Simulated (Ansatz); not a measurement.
For ZnS (R3m, No. 160, 36 atoms in the cell; start mp-1196782; a measured phase of this formula has another space group), LDA (PAW; Ansatz, a program for electronic structure) gives:

- equilibrium lattice constant a: 3.744 Å
- c axis length: 165.201 Å
- cohesive energy: 3.72 eV/atom
- band gap: 2.13 eV

Q: What does r²SCAN+rVV10 (Ansatz, plane waves, PAW) give for the same quantities?

A: 
- lattice constant a: 3.795 Å (increases by 1.4 %)
- lattice parameter c: 167.448 Å (goes up by 1.4 %)
- cohesive energy: 3.35 eV/atom (falls by 0.37 eV/atom)
- band gap: 2.71 eV (grows by 0.58 eV)

Changes are worked out from the printed values.

Unless a cell is named, each level is at its own relaxed cell.

Density-functional gaps are differences of (generalised) Kohn–Sham levels.

Caveats: the relaxation could not lower the start's symmetry, so the cell can be a saddle point above a distorted one (LDA, r²SCAN+rVV10). Ansatz's density-functional and Hartree–Fock values are scalar-relativistic unless marked +SOC, with PAW data made under PBE.

A start named mp-… is a Materials Project structure, which need not be a measured phase.
